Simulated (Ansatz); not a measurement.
Data:

```xyz
3
Lattice="0.0000 2.5356 2.5356 2.5356 0.0000 2.5356 2.5356 2.5356 0.0000" Properties=species:S:1:pos:R:3 pbc="T T T"
Hf     0.0000     0.0000     0.0000
O      1.2678     1.2678     1.2678
O      3.8034     3.8034     3.8034
```

No spin polarisation.

Computed with Ansatz (a quantum-chemistry and plane-wave program) r2SCAN, without spin-orbit coupling. Γ-centred 11×11×11 mesh, Fermi–Dirac width 0.05 eV.

**Question.** What gap character does the calculation give?

**Answer.** Direct at X.

**Question.** What is the computed band gap?

**Answer.** 4.28 eV.

**Question.** Predict the hole mass.

**Answer.** 0.28 mₑ along k, 2.9 mₑ across (at X).

With Hf present, leaving out spin-orbit coupling can change the band edges. Load acts through the strain it causes; cell and atoms are relaxed under it. Masses are band curvatures over ±0.01 Å⁻¹ around the edge. Along k means along the line from Γ to the band edge. No phonon test of stability was made. The cell was made from HfO2 in the fluorite structure (space group Fm-3m, No. 225) by this change: pressure −2 GPa. This is not the structure that HfO2 has at room temperature and ambient pressure.
